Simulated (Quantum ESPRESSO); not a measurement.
Band structure of ZnCu2SnS4 (I-4, 8 atoms in the cell).

```yaml
crystal:
  lattice:
    - [2.72408, -2.72408, 5.44909]
    - [2.72408, 2.72408, 5.44909]
    - [-2.72408, -2.72408, 5.44909]
  atoms:
    - { symbol: Zn, position: [0.50000, 0.25000, 0.75000] }
    - { symbol: Cu, position: [0.00000, 0.00000, 0.00000] }
    - { symbol: Cu, position: [0.50000, 0.75000, 0.25000] }
    - { symbol: Sn, position: [0.00000, 0.50000, 0.50000] }
    - { symbol: S, position: [0.52242, 0.37124, 0.36432] }
    - { symbol: S, position: [0.00692, 0.10634, 0.62876] }
    - { symbol: S, position: [0.47758, 0.88674, 0.89366] }
    - { symbol: S, position: [0.99308, 0.63568, 0.11326] }
```

Method: PBE, PSlibrary PAW (PBE) pseudopotentials (plane waves; Quantum ESPRESSO).

Settings: ecutwfc = 55 Ry; ecutrho = 330 Ry; occupations = smearing; smearing = fd; degauss = 0.0073499 Ry; K_POINTS = automatic 4 4 4 0 0 0; nbnd = 42; conv_thr = 1e-10 Ry; mixing_beta = 0.3.

The starting cell comes from a database of computed structures (which also holds hypothetical and non-ambient phases and stackings), without a prior relaxation at this level. Its lattice was rescaled by a random factor within 2.5 % of one. Spin polarisation is off. The run gives no clean gap (levels at the Fermi energy touch, overlap or are partly filled at this smearing), which alone does not show that the compound is a metal.

Levels in eV from the Fermi level, bands 33 to 40:
| point | 33 | 34 | 35 | 36 | 37 | 38 | 39 | 40 |
|---|---|---|---|---|---|---|---|---|
| Γ | -1.62 | -0.24 | -0.24 | -0.18 | -0.06 | 1.77 | 2.54 | 3.48 |
| X | -0.98 | -0.88 | -0.68 | -0.58 | 0.38 | 2.06 | 2.89 | 3.84 |
| Y | -1.00 | -0.92 | -0.84 | -0.76 | 0.61 | 2.26 | 3.28 | 3.59 |
| S | -1.47 | -1.23 | -0.86 | -0.74 | 1.25 | 2.24 | 2.89 | 3.57 |
| Z | -1.31 | -1.28 | -1.03 | -1.03 | 1.06 | 1.82 | 1.82 | 2.13 |
| S1 | -1.47 | -1.23 | -0.86 | -0.74 | 1.25 | 2.24 | 2.89 | 3.57 |
| N | -1.34 | -1.28 | -1.19 | -0.68 | 1.34 | 2.88 | 3.06 | 3.88 |
| P | -0.95 | -0.94 | -0.76 | -0.74 | 0.62 | 2.56 | 2.81 | 3.26 |
| Y1 | -1.00 | -0.92 | -0.84 | -0.76 | 0.61 | 2.26 | 3.28 | 3.59 |

Bands cross the Fermi level along this path, so the cell is metallic at this level.
